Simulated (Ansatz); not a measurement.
# Worked example: self-consistent single point of Ge2W (I4/mmm, 3 atoms in the cell) in Ansatz

Computed with LDA (PW92), default PAW files made with PBE (plane waves; Ansatz, an electronic-structure program).

Input as run:

Ansatz 0.2 input:
```yaml
crystal:
  lattice:
    - [-1.670601, 1.670601, 4.109244]
    - [1.670601, -1.670601, 4.109244]
    - [1.670601, 1.670601, -4.109244]
  atoms:
    - { symbol: Ge, position: [0.337590, 0.337590, 0.000000] }
    - { symbol: Ge, position: [0.662410, 0.662410, 0.000000] }
    - { symbol: W, position: [0.000000, 0.000000, 0.000000] }
basis:
  ecutwfc: 420.0
kpoints:
  mp_grid: { grid: [14, 14, 14] }
hamiltonian:
  xc: lda
  pseudopotentials: { kind: paw }
scf:
  occupations: { method: gaussian, width: 0.1 }
output:
  forces: true
  eigenvalues: true
  stress: true
```

The program printed (abridged):

```
WARN ansatz: RAYON_NUM_THREADS=1 ignored (pool sized by the plan → 1); use --threads N
basis.fft_grid_basis auto: the FFT boxes are laid along the combinations [[1, 0, 1], [0, 1, 1], [0, 0, 1]] of the cell's own vectors, 3.341, 3.341 and 4.740 Å …
Pseudopotentials: kind: paw
Pseudopotential: Ge, paw, valence charge 14
Pseudopotential: W, paw, valence charge 14
Crystal: 3 atoms, lattice volume = 45.874 Å³
Basis set: ecut = 420 eV, 897 PW (Γ), FFT grids on a1+a3, a2+a3, a3
Bands: 26, of which v1, the nominal top of the filled ones, is band 21 counted from 1 (20 counted from 0)
Symmetry: 16 space group operations
Space group: I4/mmm (ITA 139), of the structure as read, at distance tolerance 3.6e-5 Å
k-points: 244 of 2744
PAW frozen core: Ge, regenerated for the run's functional, and the local potential with it
PAW frozen core: W, regenerated for the run's functional, and the local potential with it
Initial density: superposition of atomic densities (neutral atoms: chi_scale 0, normalization atom), corrected by the library's trained network
Initial wavefunctions: pseudopotential atomic-orbital guess
Eigensolver: davidson
Functional: x = slater, c = lda
SCF iter   1: F=—  HF=-18561.328974 eV  |F-HF|=—  |Δ(HF+E_count)|=         —  Δρ=5.87e-3  dr2=8.69e-3  ethr=1.77e-3  ⟨swp⟩=5.2  Hψ=28272  notcnv=0
all-band conjugate gradients solve this SCF's bands
preconditioner: auto → Kerker (q_TF=auto, 2.688 Å⁻¹)
SCF iter   2: F=—  HF=-18561.326726 eV  |F-HF|=—  |Δ(HF+E_count)|=   2.25e-3  Δρ=3.27e-3  dr2=3.08e-3  ethr=2.07e-5  ⟨swp⟩=2.0  Hψ=10939  notcnv=0  defer=1
SCF iter   3: F=—  HF=-18561.326159 eV  |F-HF|=—  |Δ(HF+E_count)|=   5.67e-4  Δρ=1.44e-3  dr2=6.27e-4  ethr=7.34e-6  ⟨swp⟩=2.0  Hψ=10195  notcnv=0  defer=1
SCF iter   4: F=—  HF=-18561.325939 eV  |F-HF|=—  |Δ(HF+E_count)|=   2.20e-4  Δρ=1.99e-4  dr2=1.09e-5  ethr=1.49e-6  ⟨swp⟩=3.0  Hψ=10802  notcnv=0  defer=1
SCF iter   5: F=—  HF=-18561.325934 eV  |F-HF|=—  |Δ(HF+E_count)|=   4.69e-6  Δρ=4.60e-5  dr2=7.94e-7  ethr=2.58e-8  ⟨swp⟩=2.0  Hψ=9727  notcnv=0  defer=1
SCF iter   6: F=-18561.325934 eV  HF=-18561.325934 eV  |F-HF|=3.66e-8  |Δ(HF+E_count)|=   7.34e-8  Δρ=1.13e-5  dr2=6.99e-8  ethr=2.38e-10  ⟨swp⟩=7.6  Hψ=27244  notcnv=0
SCF 1 converged in 6 iterations: F = -18561.325934 eV  dr2 = 6.99e-8
SCF converged after 6 iterations
Free energy (F): -18561.325934 eV
Harris-Foulkes:  -18561.325934 eV  (|F-HF|=3.66e-8)
Internal energy: -18561.320817 eV  (E = F + TS)
E sigma→0 (E₀):  -18561.323375 eV
Entropy (-TS):   -0.005118 eV (-1.706 meV/atom)
Fermi energy:    17.110520 eV
--- Per-component energies (eV) ---
  E_band       = -223.525313
  E_kinetic    = 678.660439
  E_local      = -4518.725242  (includes V_loc(G=0)·N_el)
  E_nonlocal   = 851.213078
  E_hartree    = 1951.888086
  E_xc         = -417.828521
  E_vxc        = -372.403742  (∫ρ·V_xc dr)
  E_paw        = -12193.473605  (= ΣΔE_a)
  E_vpaw       = -766.046620  (= ΣTr[D̂ρ^β])
  E_aug_tail   = 0.000553  (compensation charges beyond the density's cutoff)
  E_ewald      = -4917.155410
  E_core_change = 4.099805  (= ΣΔE_core)
  E_smearing   = -0.005118  (= −TS)
  E_closure    = -0.000000  (closes the sum)
  Σ components = -18561.325934   (vs F -18561.325934, Δ=0.00e0)
--- Forces (eV/Å), atoms counted from 1 ---
  atom   1  Ge     0.00000000    -0.00000000     0.07746856
  atom   2  Ge    -0.00000000     0.00000000    -0.07746856
  atom   3  W      0.00000000     0.00000000     0.00000000
  max |Σ_I F_I| component: 9.94e-29 eV/Å
--- Stress (GPa, compression-positive) ---
       -8.768115       0.000000       0.000000
        0.000000      -8.768115       0.000000
        0.000000       0.000000      -7.138477
  P = ⅓ Tr σ = -8.2249 GPa (-82.249 kbar)
  The stress holds the Pulay correction. Without it, at fixed plane waves, as pw.x and ABINIT print it: P = -8.2669 GPa
--- Band table (eV; the first three rows and the last of 244) ---
  k-point 0: bands = ["-56.8850", "-21.1101", "-21.1101", "-21.1056", "-7.7251", "-7.7190", "-7.7047", "-7.6785", "-7.6785", "-7.6487", "-7.6409", "-7.6409", "-7.6347", "-7.5928", "3.1771", "10.8947", "12.1288", "14.3210", "14.6461", "14.6461", [...]
  k-point 1: bands = ["-56.8846", "-21.1167", "-21.1161", "-21.1042", "-7.7270", "-7.7158", "-7.7062", "-7.6814", "-7.6780", "-7.6457", "-7.6448", "-7.6425", "-7.6291", "-7.5915", "3.3286", "11.0363", "11.8586", "14.3437", "14.3469", "15.0354", [...]
  k-point 2: bands = ["-56.8834", "-21.1348", "-21.1328", "-21.1005", "-7.7369", "-7.7082", "-7.7066", "-7.6868", "-7.6752", "-7.6505", "-7.6461", "-7.6375", "-7.6220", "-7.5870", "3.7732", "11.3767", "11.4095", "13.6240", "14.4364", "15.6699", [...]
  k-point 243: bands = ["-56.8849", "-21.1131", "-21.1102", "-21.1102", "-7.7823", "-7.7291", "-7.7220", "-7.7220", "-7.7163", "-7.6253", "-7.6012", "-7.5996", "-7.5996", "-7.5811", "5.1676", "6.0962", "14.0883", "15.2433", "16.4417", "16.4417", [...]
```

The run converged in 6 iterations.

The starting cell comes from a database of computed structures (which also holds hypothetical and non-ambient phases and stackings), without a prior relaxation at this level. Its lattice was rescaled by up to half a per cent. Spin-orbit coupling is off. Spin polarisation is off. With a pressure of about -8 GPa the cell is away from its equilibrium volume at this level. Ansatz's pressure includes its estimate of the finite-basis (Pulay) stress.
